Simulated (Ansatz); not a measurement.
## CdTe: carrier doping

Take CdTe in the zinc blende structure (space group F-43m, No. 216; a = 6.619 Å) as the base.

Carriers are added at fixed cell with a uniform background; the Fermi–Dirac width is that of 300 K.

Computed with Ansatz (a program for electronic structure) PBE, no spin-orbit coupling, earlier PAW set.

Notes on the quantities. Fermi level from band edge: Fermi level relative to the doped band's edge (positive inside the band; to 0.05 eV).

```tsv
case	Fermi level from band edge	gap between the host's bands
undoped	–	0.58 eV
electrons 5.0×10^20 cm⁻³	+1.15 eV	0.57 eV
electrons 7.0×10^20 cm⁻³	+1.25 eV	0.57 eV
electrons 1.0×10^21 cm⁻³	+1.30 eV	0.57 eV
electrons 2.0×10^21 cm⁻³	+1.45 eV	0.55 eV
holes 5.0×10^20 cm⁻³	+0.10 eV	0.60 eV
holes 7.0×10^20 cm⁻³	+0.15 eV	0.61 eV
holes 1.0×10^21 cm⁻³	+0.20 eV	0.62 eV
holes 2.0×10^21 cm⁻³	+0.30 eV	0.65 eV
```

Carriers are added with a uniform compensating background; total energy and stress of such cells depend on the potential's zero and are not compared; many-body gap narrowing is missing at this level. With Te present, leaving out spin-orbit coupling can change the band edges. No phonon test of stability was made.
